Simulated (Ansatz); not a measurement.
CdS: pressure series

Consider CdS in the zinc blende structure (space group F-43m, No. 216; a = 5.927 Å).

Cell and atoms are relaxed at each pressure.

Computed with PBE (Ansatz, a quantum-chemistry and plane-wave program, PAW, scalar-relativistic without spin-orbit coupling).

Candidates:
(a) pressure −1 GPa
(b) pressure 30 GPa
(c) pressure 15 GPa

For the base:

The band gap is 1.04 eV.

**Question.** Order them by band gap, lowest first.

**Answer.** (a) pressure −1 GPa (1.00 eV), (c) pressure 15 GPa (1.42 eV), (b) pressure 30 GPa (1.59 eV)

Load acts through the strain it causes; cell and atoms are relaxed under it. No phonon test of stability was made. Tetrahedral semiconductors of this kind turn to denser phases somewhere between about 1 and 50 GPa; those were not computed, so compressed cells here can lie past the real transition.
